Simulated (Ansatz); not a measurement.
The starting structures come from a database of crystals and need not be the phases stable at ambient conditions.

By PBEsol, the system below comes out a metal.

```yaml
crystal:
  lattice:
    - [4.13753, 0.00000, 0.00000]
    - [-2.06877, 3.58321, 0.00000]
    - [0.00000, 0.00000, 5.02274]
  atoms:
    - { symbol: Cu, position: [0.00000, 0.00000, 0.00000] }
    - { symbol: Cu, position: [0.00000, 0.00000, 0.50000] }
    - { symbol: Sn, position: [0.33333, 0.66667, 0.25000] }
    - { symbol: Sn, position: [0.66667, 0.33333, 0.75000] }
```

Space group of this cell: P6_3/mmc, NiAs type. The cell is taken as given; by PBEsol its mean pressure is -1.6 GPa.

The current flows along the normal of the first two printed cell vectors, the (001) plane of the conventional cell. No spin-orbit coupling; the value is a mean over 0.1 eV about the Fermi level.

Problem. Estimate the ballistic conductance per area that PBEsol run with Ansatz (a first-principles code) returns for this system.

Solution. 0.82 × 10¹⁵ S/m² for both spins.
